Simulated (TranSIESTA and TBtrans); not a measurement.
Run with TranSIESTA and TBtrans (open boundaries, self-consistent; PseudoDojo norm-conserving potentials, scalar-relativistic): PAO.BasisSize DZP, PAO.EnergyShift 0.15 eV, XC.Authors PBE, Mesh.Cutoff 200 Ry, ElectronicTemperature 300 K, TS.Voltage 0.0 eV, TBT.Elecs.Eta 0.001 eV, no spin polarisation.

System: Na chain with one bond stretched by 0.6 Å. Leads: straight Na chain, spacing 3.135 Å. Geometry: as built, not relaxed.

**Question.** Give the largest eigenchannel transmissions at the Fermi level (four at most) and the total.

**Answer.** 0.96; total 0.96. The straight chain is held at its spacing; free chains may zigzag or dimerise. No spin-polarised start was tried, so a magnetic state, if there is one, is missed.
